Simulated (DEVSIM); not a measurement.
**abrupt Si p-n junction**

Device: abrupt Si p-n junction, at 350 K.

| layer (left to right) | material | thickness (μm) | Nd (cm⁻³) | Na (cm⁻³) | τn (s) | τp (s) |
|---|---|---|---|---|---|---|
| 1 | Si | 5.40 | - | 1.4e17 | 3.3e-6 | 3.3e-6 |
| 2 | Si | 54.0 | 7.5e15 | - | 3.3e-6 | 3.3e-6 |

Left contact: ohmic. Right contact: ohmic. Voltage is applied to the left contact. Recombination: SRH at mid-gap, radiative. Mobility is μmin + (μ − μmin)/(1 + (N/Nref)^α).

This is a model device: material constants are rounded textbook-type values typed into the input, and sizes, dopings and lifetimes were drawn at random. Values at 300 K; Nc and Nv go as T^1.5, mobilities as T to minus their exponent, the gap by Varshni's rule with the affinity fixed.

| parameter | Si |
|---|---|
| gap (eV) | 1.124 |
| affinity (eV) | 4.05 |
| permittivity | 11.7 |
| Nc (cm⁻³) | 2.86e19 |
| Nv (cm⁻³) | 3.1e19 |
| μn (cm²/Vs) | 1417 |
| μp (cm²/Vs) | 470 |
| μn,min | 52 |
| μp,min | 45 |
| Nref,n | 9.7e16 |
| Nref,p | 2.2e17 |
| αn | 0.68 |
| αp | 0.72 |
| T exponent of μn | 2.3 |
| T exponent of μp | 2.2 |
| B (cm³/s) | 4.7e-15 |
| Varshni α (eV/K) | 0.000473 |
| Varshni β (K) | 636 |

Simulated with DEVSIM: 1D drift-diffusion, Boltzmann statistics, complete ionisation; no tunnelling, impact ionisation, image-force lowering or self-heating.

The potential step across the device at zero bias is 0.685 V, the largest field in the device at zero bias comes out as 39000 V/cm and the dark forward voltage at 1 A/cm² comes out as 0.557 V. The dark forward voltage at 100 A/cm² is 0.810 V.

Small-signal capacitance in reverse bias (quasi-static):

```
V (V)  C (nF/cm²)
-----  ----------
-0.04        30.0
-0.1         28.7
-0.2         26.9
-0.3         25.3
-0.4         24.1
-0.6         22.0
-0.8         20.4
-1           19.1
-1.3         17.5
-1.6         16.3
-2           15.0
```

Dark reverse current:

```tsv
V (V)	J (A/cm²)
-0.04	-3.2e-8
-0.10	-5.9e-8
-0.20	-8.9e-8
-0.30	-1.2e-7
-0.40	-1.4e-7
-0.60	-1.8e-7
-0.80	-2.2e-7
-1.00	-2.6e-7
-1.30	-3.0e-7
-1.60	-3.5e-7
-2.00	-4.0e-7
```
